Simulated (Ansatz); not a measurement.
InP in the CsCl type structure (space group Pm-3m, No. 221; a hypothetical phase, not in the database extracts checked)

```cif
data_InP
_chemical_formula_sum 'In1 P1'
_space_group_name_H-M_alt 'Pm-3m'
_space_group_IT_number 221
_space_group_name_Hall '-P 4 2 3'
_cell_length_a 3.38844
_cell_length_b 3.38844
_cell_length_c 3.38844
_cell_angle_alpha 90.000
_cell_angle_beta 90.000
_cell_angle_gamma 90.000
loop_
_atom_site_label
_atom_site_type_symbol
_atom_site_symmetry_multiplicity
_atom_site_Wyckoff_symbol
_atom_site_fract_x
_atom_site_fract_y
_atom_site_fract_z
_atom_site_occupancy
In1 In 1 a 0.00000 0.00000 0.00000 1
P1 P 1 b 0.50000 0.50000 0.50000 1
```

Method: PBEsol in Ansatz (plane waves to 420 eV, PAW, no spin-orbit coupling). Γ-centred 14×14×14 mesh, Fermi–Dirac width 0.05 eV.

| Property | Result |
|---|---|
| Volume per atom | 19.45 Å³ |
| Density | 6.22 g/cm³ |
| Band gap | zero |
| Total energy | -3132.417 eV/atom (σ→0; compares only within this code and set-up) |

Whether these cells are dynamically stable was not tested. The final runs are not spin-polarised.

Ansatz is an electronic-structure program.
